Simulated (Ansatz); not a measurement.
Consider MoS2 (space group P6_3/mmc, No. 194; layered, stacked along the Cartesian z axis).

```xyz
6
Lattice="3.1090 0.0000 0.0000 -1.5545 2.6925 0.0000 0.0000 0.0000 11.7090" Properties=species:S:1:pos:R:3 pbc="T T T"
Mo     1.5545     0.8975     2.9272
Mo     0.0000     1.7950     8.7817
S      1.5545     0.8975    10.3450
S      0.0000     1.7950     4.4905
S      0.0000     1.7950     1.3640
S      1.5545     0.8975     7.2185
```

Cartesian axes are those of the cell as printed.

Level of theory: PBEsol-D3(BJ), PAW, 420 eV (Ansatz, a first-principles code; without spin-orbit coupling).

Modification: uniaxial strain ε_xx = −2.40 %, all other strain components held at zero; the atoms relax in the strained cell.

### Question
Predict the stress tensor and what it implies for the stiffness.

### Answer
Stress of the strained cell less that of the base (GPa, compression positive):
```
   6.75    0.00    0.00
   0.00    1.40    0.00
   0.00    0.00    0.43
```

Then −Δσ_ii/ε with ε = -0.0240 gives secant stiffness values (nonlinear terms included at this strain): C11 ≈ 281 GPa, C12 ≈ 58 GPa and C13 ≈ 18 GPa.

As a check, the harmonic strain energy −½ V₀ Δσ:ε is 8.3 meV/atom; the computed energy rise is 8.0 meV/atom.

Stability against distortions was not tested.
